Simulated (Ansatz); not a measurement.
The reference is Li in the bcc (W type) structure (space group Im-3m, No. 229; a = 3.4775 Å).

Method: Ansatz (a first-principles code), r2SCAN, PAW, cutoff 500 eV, no SOC.

For the base:

- Lattice parameter a: 3.477 Å

Perturbation: Sr takes the place of Li on all its sites; the structure is relaxed again.

Estimate the effect on the lattice parameter a.

The lattice parameter a grows by 1.3372 Å (3.477 Å → 4.815 Å).

No phonon test of stability was made. This is not the structure that Sr has at room temperature and ambient pressure.
